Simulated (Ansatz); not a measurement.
Consider ZnGeP₂ in the chalcopyrite structure (space group I-42d, No. 122; a = 5.500 Å, c = 10.845 Å).

Calculations: PBE (Ansatz, an electronic-structure program; PAW; 420 eV plane waves; scalar-relativistic without spin-orbit coupling).

Strains are applied to the cell and any free atomic positions relax.

One change was made to it. Results:

The energy goes up by 9.1 meV/atom; the pressure (mean of the normal stresses, compression positive) goes from zero to -2.99 GPa.

Question: Which change produced these results?
A) isotropic strain +1.50 %
B) isotropic strain +0.75 %
C) isotropic strain +2.25 %

Answer: A, isotropic strain +1.50 %. For comparison, the energy relative to the base in the other runs: isotropic strain +2.25 % gives +20 meV/atom; isotropic strain +0.75 % gives +2.3 meV/atom.

Stability against distortions was not tested.
